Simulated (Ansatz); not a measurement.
## What x(N) = 0.75, 8 atoms, Cm does to GaAs

Start from GaAs in the zinc blende structure (space group F-43m, No. 216; a = 5.746 Å).

The other end (x = 1) is GaN in the zinc blende structure (space group F-43m, No. 216): 11.77 Å³/atom, gap 1.54 eV; this end may not be an ambient phase.

Perturbation: a fraction x = 0.75 of the As sites is given to N, ordered in a cell of 8 atoms (starting symmetry Cm) and fully relaxed.

Calculations: Ansatz (a first-principles code) PBE, no SOC, earlier PAW set. Settings: 14×14×8 k-points, 0.05 eV Fermi–Dirac smearing, for the changed cell.

```yaml
volume_per_atom: 14.28 Å³ (base 23.71 Å³)
density: 5.75 g/cm³ (base 5.06 g/cm³)
shortest_interatomic_distance: 1.957 Å (base 2.488 Å)
band_gap: zero (base 0.16 eV)
mixing_energy: "+0.25 eV/atom (to 0.01 eV only: unlike meshes or grids)"
mean_first_shell_distances: As–Ga 2.348 Å (end compound 2.488 Å), N–Ga 2.034 Å (end compound 1.970 Å)
```

Final structure:

```yaml
crystal:
  lattice:
    - [5.69139, -1.70425, 0.00000]
    - [5.69139, 1.70425, 0.00000]
    - [-1.04637, 0.00000, 5.88861]
  atoms:
    - { symbol: N, position: [0.68905, 0.68905, 0.56344] }
    - { symbol: As, position: [0.18347, 0.18347, 0.05951] }
    - { symbol: N, position: [0.94495, 0.94495, 0.32846] }
    - { symbol: N, position: [0.43011, 0.43011, 0.79424] }
    - { symbol: Ga, position: [0.97091, 0.97091, 0.98924] }
    - { symbol: Ga, position: [0.50813, 0.50813, 0.50153] }
    - { symbol: Ga, position: [0.25369, 0.25369, 0.71354] }
    - { symbol: Ga, position: [0.76968, 0.76968, 0.30006] }
```

These are small ordered cells, not random alloys; other orderings at the same x differ. No phonon test of stability was made. All final runs are without spin polarisation. This is not the structure that GaN has at room temperature and ambient pressure. The zero or small gap of Ga4AsN3 and GaAs can change with the level of theory.
